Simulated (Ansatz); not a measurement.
Effect of Se → Mo on MgSe

The parent structure is MgSe in the rock salt structure (space group Fm-3m, No. 225; a = 5.450 Å).

One thing is altered: full substitution Se → Mo, then cell and atoms are relaxed.

Calculations: plane-wave PAW DFT at the PBEsol level (Ansatz, an electronic-structure program, 420 eV), no spin-orbit coupling. Γ-centred 15×15×15 mesh, Fermi–Dirac width 0.05 eV, for the changed cell.

```tsv
quantity	base	changed	shift
volume per atom	20.23 Å³	17.95 Å³	-2.28 Å³
density	4.24 g/cm³	5.56 g/cm³	+1.32 g/cm³
lattice parameter a	5.450 Å	5.237 Å	-0.213 Å
space group	Fm-3m (No. 225)	Fm-3m (No. 225)	–
shortest interatomic distance	2.725 Å	2.619 Å	-0.106 Å
band gap	1.78 eV	zero	–
```

No phonon test of stability was made. As relaxed here, MgMo is a hypothetical phase, not in the database extracts checked. All final runs are without spin polarisation. MgMo has a high density of states at the Fermi level and may be magnetic at this level.
